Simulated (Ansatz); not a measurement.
**C on the 1x1 (10-10) surface of wurtzite ZnO (cut with top plane O + Zn), one in a 2x1 cell, started at the site 'top O'**

Host crystal: wurtzite ZnO, with a band gap (PBE, scalar-relativistic without spin-orbit coupling).

Level of theory: PBE (plane waves to 420 eV, PAW; Ansatz, an electronic-structure program).

Set-up: 33 atoms, 9.4 Å thick at the start under the adsorbate (thin: gaps and levels are the slab's own); mesh 3x4x1; 0.01 eV smearing; dipole correction on; 16 atoms held, the rest relaxed; symmetry of the start imposed; spin-polarised, no spin-orbit, no U, no dispersion correction. The starting moment vanished. At the end it is bonded to O + Zn. In PBE it is, or lies within 0.03 eV of, the lowest of the starts that converged.

- energy of the end state, in which the adsorbate paired with a surface O atom, against an atom of graphite: 2.03 eV
- change of the step from the bottom to the top vacuum level, against the clean slab: -0.82 eV
- energy released by relaxation: 3.97 eV
- height of the binding atom over the mean of the host atoms within 0.3 Å of the top one: -1.015 Å
- magnetic moment of the cell: 0.00 μB
- largest move of a host atom: 3.14 Å
- caution: the host itself rearranges in this cell, so the energy holds part of a reconstruction
- note: in the relaxation the adsorbate left its starting site by 1.7 Å
- cost: roughly 2.0 core-hours

A negative adsorption energy means that the adsorbate is more stable on the surface than in its reference.
